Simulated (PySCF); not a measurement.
PySCF 2.14.0, unrestricted B3LYP/def2-svp, df: bromine monochloride cation (ClBr), charge +1, multiplicity 2, 2 atoms. The geometry is a generated start, not checked to be a minimum at this level.

- task: energy
- method: b3lyp
- basis: def2-svp
- two-electron scheme: density fitting
- mol.max_memory: 3000 MB
- mf.max_cycle: 100
- mf.init_guess: minao (default)
- mf.DIIS: CDIIS (default)
- mf.diis_space: 8 (default)
- mf.conv_tol: 1e-09 (default)
- mf.grids.level: 3 (default)
- basis functions: 50
- grid points: 39304

```xyz
2

Cl     1.0679    -0.0175     0.0091
Br    -1.0679     0.0175    -0.0091
```

Charge 1 and multiplicity 2 are set for this test and not shown to be the ground state.

One run each on 2 threads, 1 BLAS thread. Values of level_shift (Hartree) tried: 0 (default), 0.1, 0.3, 1.

Problem. How does the count of Fock builds change with level_shift (Hartree), and where is it least?

Solution. Fewest Fock builds, within one of each other: 0 (default) with 12, 0.1 with 12. The count rises to 51 at 1. All converge to one solution.

| level_shift (Hartree) | Fock builds | end |
|---|---|---|
| 0 (default) | 12 | same solution |
| 0.1 | 12 | same solution |
| 0.3 | 19 | same solution |
| 1 | 51 | same solution |
